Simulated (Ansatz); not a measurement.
One pseudomorphic plane of X on hcp Mg (0001), continuing the host's stacking (six planes of the host, 1x1 cell of 8.86 Å², clean work function 3.68 eV). ΔE counts an X atom from its bulk element. E_seg is the energy of the plane on top less that of the same plane lying second, under one plane of the host, at equal numbers of atoms (made equal with bulk Mg); a negative value keeps X outside. χ is Pauling's electronegativity. These are constructed structures, held to the host's lattice; rows with a moment ran spin-polarised from parallel moments in the plane, the only order that a 1x1 cell holds, and a change of moment is part of their E_seg. Rows without one ran without spin, though stretched planes of other d metals may be magnetic.

Calculation: PBE (plane waves to 420 eV, PAW; Ansatz, a first-principles code).

| X | χ | ΔE (eV) | Δφ (eV) | E_seg (eV) | moment of the cell, X on top / second (μB) |
|---|---|---|---|---|---|
| Zr | 1.33 | 0.75 | 0.48 | ? | – |
| Sc | 1.36 | 0.40 | -0.14 | 0.26 | – |
| Al | 1.61 | 0.34 | 0.51 | 0.17 | – |
| Co | 1.88 | 1.83 | 0.59 | 0.88 | 1.6 / 1.0 |
| Re | 1.90 | 3.09 | 1.62 | 1.18 | – |
| Sn | 1.96 | -0.15 | 0.38 | -0.05 | – |
| Mo | 2.16 | 2.59 | 1.20 | 0.95 | – |
| Ir | 2.20 | 1.31 | 1.58 | 1.32 | – |
| Pd | 2.20 | -0.27 | 0.77 | 0.77 | – |
| Au | 2.54 | -0.32 | 0.90 | 0.43 | – |

Task: Fit a straight line of E_seg against ΔE to the other rows and predict the withheld value for Zr.

Result: Least squares gives E_seg = 0.40 + (0.26) × ΔE, with a root-mean-square miss of 0.31 eV. For Zr, ΔE = 0.75 gives 0.59 eV; the run gave 0.43 eV, 0.16 eV away, 0.5 times that miss. Of the pairs tried (Δφ and E_seg against χ, E_seg against ΔE) this one correlates best on the rows given.

Work function. Over these 10 rows Δφ correlates with χ at r = 0.59. It runs from -0.14 eV (Sc) to 1.62 eV (Re), that is from 3.54 to 5.30 eV in all.

Place. E_seg is below −0.05 eV, so that the full plane is lower on top, for none; above 0.05 eV, so that it is lower under one plane of the host, for Zr, Sc, Al, Co, Re, Mo, Ir, Pd, Au.

ΔE is negative for Sn, Pd, Au: there the strained plane on this host is lower than the bare face and X's own bulk. Alloying within the plane, relief of strain and larger cells were not tried.

Left out: 1 run of this family that did not converge or found no flat vacuum level.
